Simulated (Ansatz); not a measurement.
Partial pair distribution functions of a relaxed model of amorphous In16Ga8O36, broadened by 0.06 Å; density 5.96 g/cm³. These are PBE, scalar-relativistic without spin-orbit coupling (plane waves to 420 eV, PAW; Ansatz, a program for electronic structure) values and carry that method's errors.

The cell was made by melting and quenching with the CHGNet potential and then relaxed with DFT. O atoms were pushed apart under 1.9 Å during the dynamics, to hinder bonds among them. It is the lowest in DFT energy of 2 quenches. It is a model cell: composition and starting density were chosen by hand, and all elements were melted together. No dispersion term was used. Its density started from a set value of 5.96 and ended at 5.96 g/cm³. Cooling (nominally 88 K/ps over its main leg) ran many orders faster than in experiment, which tends to leave more defects and strain. One small periodic cell is one sample of the glass; other quenches scatter about these values. The volume was free in the relaxation, at fixed shape. Stress components on the final sampling reach 2.2 GPa.

```json
[
 {"r (Å)": "1.60", "g In-O": "0.00", "g Ga-O": "0.00", "g In-In": "0.00", "g Ga-Ga": "0.00"},
 {"r (Å)": "1.70", "g In-O": "0.00", "g Ga-O": "0.33", "g In-In": "0.00", "g Ga-Ga": "0.00"},
 {"r (Å)": "1.80", "g In-O": "0.00", "g Ga-O": "5.38", "g In-In": "0.00", "g Ga-Ga": "0.00"},
 {"r (Å)": "1.90", "g In-O": "0.07", "g Ga-O": "11.32", "g In-In": "0.00", "g Ga-Ga": "0.00"},
 {"r (Å)": "2.00", "g In-O": "1.69", "g Ga-O": "3.51", "g In-In": "0.00", "g Ga-Ga": "0.00"},
 {"r (Å)": "2.10", "g In-O": "7.31", "g Ga-O": "0.81", "g In-In": "0.00", "g Ga-Ga": "0.00"},
 {"r (Å)": "2.20", "g In-O": "6.95", "g Ga-O": "0.19", "g In-In": "0.00", "g Ga-Ga": "0.00"},
 {"r (Å)": "2.30", "g In-O": "2.80", "g Ga-O": "0.01", "g In-In": "0.00", "g Ga-Ga": "0.00"},
 {"r (Å)": "2.40", "g In-O": "0.75", "g Ga-O": "0.06", "g In-In": "0.00", "g Ga-Ga": "0.00"},
 {"r (Å)": "2.50", "g In-O": "0.58", "g Ga-O": "0.24", "g In-In": "0.00", "g Ga-Ga": "0.00"},
 {"r (Å)": "2.60", "g In-O": "0.23", "g Ga-O": "0.06", "g In-In": "0.00", "g Ga-Ga": "0.00"},
 {"r (Å)": "2.70", "g In-O": "0.02", "g Ga-O": "0.00", "g In-In": "0.00", "g Ga-Ga": "0.00"},
 {"r (Å)": "2.80", "g In-O": "0.14", "g Ga-O": "0.06", "g In-In": "0.00", "g Ga-Ga": "0.06"},
 {"r (Å)": "2.90", "g In-O": "0.23", "g Ga-O": "0.26", "g In-In": "0.00", "g Ga-Ga": "1.03"},
 {"r (Å)": "3.00", "g In-O": "0.14", "g Ga-O": "0.51", "g In-In": "0.02", "g Ga-Ga": "1.28"},
 {"r (Å)": "3.10", "g In-O": "0.25", "g Ga-O": "0.48", "g In-In": "0.29", "g Ga-Ga": "1.32"},
 {"r (Å)": "3.20", "g In-O": "0.19", "g Ga-O": "0.42", "g In-In": "0.61", "g Ga-Ga": "2.11"},
 {"r (Å)": "3.30", "g In-O": "0.35", "g Ga-O": "0.66", "g In-In": "1.08", "g Ga-Ga": "2.81"},
 {"r (Å)": "3.40", "g In-O": "0.52", "g Ga-O": "0.85", "g In-In": "2.00", "g Ga-Ga": "2.42"},
 {"r (Å)": "3.50", "g In-O": "0.31", "g Ga-O": "0.68", "g In-In": "2.42", "g Ga-Ga": "2.15"},
 {"r (Å)": "3.60", "g In-O": "0.70", "g Ga-O": "0.47", "g In-In": "3.50", "g Ga-Ga": "0.55"},
 {"r (Å)": "3.70", "g In-O": "1.16", "g Ga-O": "0.94", "g In-In": "3.56", "g Ga-Ga": "1.00"},
 {"r (Å)": "3.80", "g In-O": "0.84", "g Ga-O": "1.39", "g In-In": "2.46", "g Ga-Ga": "0.28"},
 {"r (Å)": "3.90", "g In-O": "0.80", "g Ga-O": "1.41", "g In-In": "2.40", "g Ga-Ga": "0.15"},
 {"r (Å)": "4.00", "g In-O": "1.02", "g Ga-O": "1.05", "g In-In": "2.23", "g Ga-Ga": "1.14"},
 {"r (Å)": "4.10", "g In-O": "1.60", "g Ga-O": "1.56", "g In-In": "0.93", "g Ga-Ga": "1.70"},
 {"r (Å)": "4.20", "g In-O": "1.78", "g Ga-O": "1.51", "g In-In": "0.30", "g Ga-Ga": "0.69"},
 {"r (Å)": "4.30", "g In-O": "1.44", "g Ga-O": "1.10", "g In-In": "0.46", "g Ga-Ga": "0.11"},
 {"r (Å)": "4.40", "g In-O": "1.12", "g Ga-O": "1.48", "g In-In": "0.51", "g Ga-Ga": "0.64"},
 {"r (Å)": "4.50", "g In-O": "1.09", "g Ga-O": "1.57", "g In-In": "0.25", "g Ga-Ga": "0.32"},
 {"r (Å)": "4.60", "g In-O": "1.33", "g Ga-O": "1.25", "g In-In": "0.24", "g Ga-Ga": "0.01"},
 {"r (Å)": "4.70", "g In-O": "1.33", "g Ga-O": "1.06", "g In-In": "0.36", "g Ga-Ga": "0.03"}
]
```

Within 2.68 Å each In has 5.31 O neighbours on average.
